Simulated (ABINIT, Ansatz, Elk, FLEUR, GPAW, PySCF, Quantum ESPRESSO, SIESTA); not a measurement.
Code comparison for BP (F-43m, 2 atoms in the cell)

Self-consistent single point.

```yaml
crystal:
  lattice:
    - [0.00000, 2.26607, 2.26607]
    - [2.26607, 0.00000, 2.26607]
    - [2.26607, 2.26607, 0.00000]
  atoms:
    - { symbol: B, position: [0.00000, 0.00000, 0.00000] }
    - { symbol: P, position: [0.25000, 0.25000, 0.25000] }
```

Shared settings, as Ansatz (a quantum-chemistry and plane-wave program) writes them: kpoints.mp_grid.grid = 6 6 6; scf.occupations.method = fixed. Potentials and cutoffs stand in the table.

| code | model | gap on the mesh (eV) | cutoff |
|---|---|---|---|
| Quantum ESPRESSO | PBE, PseudoDojo standard norm-conserving (PBE) pseudopotentials | 1.338 | 80 Ry |
| FLEUR | PBE, all-electron FLAPW (FLEUR), scalar-relativistic valence | 1.330 | Kmax 4.4 1/bohr |
| ABINIT | PBE, norm-conserving pseudopotentials (PseudoDojo nc-sr-05 PBE standard) | 1.338 | 38 Ha |
| Ansatz | PBE, PAW files | 1.325 | 420 eV |
| SIESTA | GGA PBE, numerical atomic orbitals DZP, PseudoDojo PBE standard norm-conserving potentials (rewritten from UPF to PSML) | 1.320 | grid 400 Ry |
| Elk | PBE, all-electron FP-LAPW, Elk's shipped species files, default APW+lo basis | 1.355 | default |
| PySCF | PBE, Gaussian basis gth-dzvp-molopt-sr, GTH pseudopotentials gth-pbe, FFT density fitting with multigrid | 1.431 | grid 60 Ha |
| GPAW | PBE, GPAW PAW datasets PBE (gpaw-data 1.0.1) | 1.325 | 900 eV |

Gaps are read on the mesh. Another mesh or the band path gives a smaller gap, so these values are not converged in the mesh.

The spread over the programs that give each value: gap on the mesh within 0.111 eV.

SIESTA and PySCF use small atom-centred bases, whose incompleteness enters pressures, forces and empty levels differently from a plane-wave cutoff. FLEUR and Elk treat all electrons, but the usual bases taken here (sphere radii, linearisation, local orbitals, empty states) were not tested for convergence, so the values are no reference for the others. In the pressure, SIESTA (by 2.75) lies more than 1 GPa from the median of the plane-wave programs.

On the base mesh (10 10 10) the same programs gave: Ansatz pressure 1.69 GPa, gap on the mesh 1.238 eV; Quantum ESPRESSO pressure 1.65 GPa, gap on the mesh 1.247 eV; ABINIT pressure 1.63 GPa, gap on the mesh 1.247 eV; GPAW gap on the mesh 1.238 eV; PySCF gap on the mesh 1.300 eV; Elk gap on the mesh 1.258 eV; FLEUR gap on the mesh 1.242 eV; SIESTA pressure 4.38 GPa, gap on the mesh 1.221 eV.

The values differ from the base mesh's, so the mesh still matters here: the table compares the programs at equal settings.

The starting cell comes from a database of computed structures (which also holds hypothetical and non-ambient phases and stackings), without a prior relaxation at this level.

Left out of this page: CP2K (on another mesh).

Keys are those of Ansatz 0.2.
